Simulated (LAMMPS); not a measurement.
LAMMPS 22 Jul 2025, classical MD, EDIP (Si.edip): Si, 5832 atoms.

| Quantity | Value |
|---|---|
| task | MD, nve |
| potential | EDIP, Si.edip |
| copies of the repeat unit | 9×9×9 |
| shape (slab and sphere leave vacuum in the box) | bulk |
| steps | 2000 |
| timestep | 1 fs |
| thermo | 50 |
| newton | on (default) |
| atom_modify sort (bins of 2 Å where set) | 1000 (default) |
| comm_style | brick (default) |
| box | 48.9 × 48.9 × 48.9 Å |
| start | generated diamond lattice, warmed in an untimed run |

All runs start from one configuration, warmed at this fixed volume for 1000 steps under a thermostat at 900 K. The run at a skin of 2 Å has a mean temperature of 906 K and a mean pressure of 0.3 GPa.

Each setting ran once; only counts and results are compared.

With neigh_modify every 1 delay 0 check yes, skins of 0.1, 0.3, 0.5, 1, 1.5, 2, 3 Å were run. Further schedules:
- skin 1 Å, every 10 delay 0 check yes
- skin 1 Å, every 100 delay 0 check no
- skin 1 Å, every 1 delay 10 check yes
- skin 2 Å, every 100 delay 0 check no
- skin 1 Å, every 20 delay 0 check no
- skin 0.3 Å, every 20 delay 0 check no
- skin 2 Å, every 10 delay 0 check yes

A schedule rebuilds too seldom if it shows a dangerous build, rebuilds less often than the check at every step does at that skin, or fails.

**Question.** Which schedules can miss pairs here, and how do rebuilds depend on the skin?

**Answer.** With the check at every step the rebuilds are 728 at 0.1 Å, 292 at 0.3 Å, 176 at 0.5 Å, 79 at 1 Å, 35 at 1.5 Å, 0 at 2 Å, 0 at 3 Å. Too seldom: skin 1 Å, every 10 delay 0 check yes; skin 1 Å, every 100 delay 0 check no; skin 0.3 Å, every 20 delay 0 check no.

```
setting                                rebuilds  dangerous builds  list entries an atom  change of the total energy (meV/atom)
-------------------------------------  --------  ----------------  --------------------  -------------------------------------
skin 0.1 Å, every 1 delay 0 check yes       728                 —                  4.00                                −0.0050
skin 0.3 Å, every 1 delay 0 check yes       292                 —                  4.01                                −0.0050
skin 0.5 Å, every 1 delay 0 check yes       176                 —                  4.50                                −0.0050
skin 1 Å, every 1 delay 0 check yes          79                 —                  15.8                                −0.0050
skin 1.5 Å, every 1 delay 0 check yes        35                 —                  25.4                                −0.0050
skin 2 Å, every 1 delay 0 check yes           0                 —                  28.1                                −0.0050
skin 3 Å, every 1 delay 0 check yes           0                 —                  45.1                                −0.0050
skin 1 Å, every 10 delay 0 check yes         68                 0                  15.8                                −0.0050
skin 1 Å, every 100 delay 0 check no         20       not counted                  15.8                                −0.0050
skin 1 Å, every 1 delay 10 check yes         79                 0                  15.8                                −0.0050
skin 2 Å, every 100 delay 0 check no         20       not counted                  28.1                                −0.0050
skin 1 Å, every 20 delay 0 check no         100       not counted                  15.8                                −0.0050
skin 0.3 Å, every 20 delay 0 check no       100       not counted                  4.01                                −0.0050
skin 2 Å, every 10 delay 0 check yes          0                 0                  28.1                                −0.0050
```

Where the energy changes as in the checked runs, the late rebuilds cost nothing that shows in this run. List entries are as LAMMPS prints them (Ave neighs/atom).
